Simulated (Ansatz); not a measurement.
## Hypothetical R-3m LuCuSe2 under a change: Lu → Hf

Start from LuCuSe2 (space group R-3m, No. 166; a = 3.995 Å, c = 18.405 Å (hexagonal axes); a hypothetical phase, not in the database extracts checked).

Now apply this change: Hf takes the place of Lu on all its sites; the structure is relaxed again.

The values are results of PBE (Ansatz, a quantum-chemistry and plane-wave program), no SOC, not measurements. Γ-centred 15×15×15 mesh, Fermi–Dirac width 0.05 eV, for the changed cell.

The volume per atom decreases by 1.73 Å³ (21.20 Å³ → 19.47 Å³) and the lattice parameter a decreases by 0.332 Å, from 3.995 Å to 3.663 Å. The c/a ratio increases by 0.881 to 5.488 and the space group remains R-3m (No. 166). The shortest interatomic distance drops by 0.050 Å to 2.669 Å and the band gap goes from 1.04 eV to zero.

Final structure:

```
HfCuSe2
1.0
    1.83168     1.05752     6.70105
   -1.83168     1.05752     6.70105
    0.00000    -2.11504     6.70105
Hf Cu Se
1 1 2
Direct
  0.00000   0.00000   0.00000
  0.50000   0.50000   0.50000
  0.24768   0.24768   0.24768
  0.75232   0.75232   0.75232
```

Stability against distortions was not tested. As relaxed here, HfCuSe2 is a hypothetical phase, not in the database extracts checked. All final runs are without spin polarisation. An odd electron count without spin: HfCuSe2. HfCuSe2 has a high density of states at the Fermi level and may be magnetic at this level.
